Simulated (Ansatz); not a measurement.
The reference is MoS$_{2}$ in the 2H-MoS2 type structure (space group P6_3/mmc, No. 194; a = 3.1090 Å, c = 11.7086 Å; layered, stacked along the Cartesian z axis). Axes: x lies along a and z along c of the hexagonal cell.

Level of theory: PBEsol-D3(BJ)/PAW in Ansatz (an electronic-structure program), without spin-orbit coupling, earlier PAW set.

Now apply this change: every lattice vector is stretched by 2.55 %, atoms relaxed at fixed cell.

Predict the stress tensor and what it implies for the stiffness.

Stress of the strained cell less that of the base (GPa, compression positive):
```
  -7.29    0.00    0.00
   0.00   -7.29    0.00
   0.00    0.00   -2.28
```

Then B = −ΔP/(ΔV/V₀) with ΔV/V₀ = 0.0785 gives secant stiffness values (nonlinear terms included at this strain): B (at held cell shape, above the free-shape value) ≈ 72 GPa.

As a check, the harmonic strain energy −½ V₀ Δσ:ε is 22 meV/atom; the computed energy rise is 24 meV/atom.

No phonon test of stability was made.
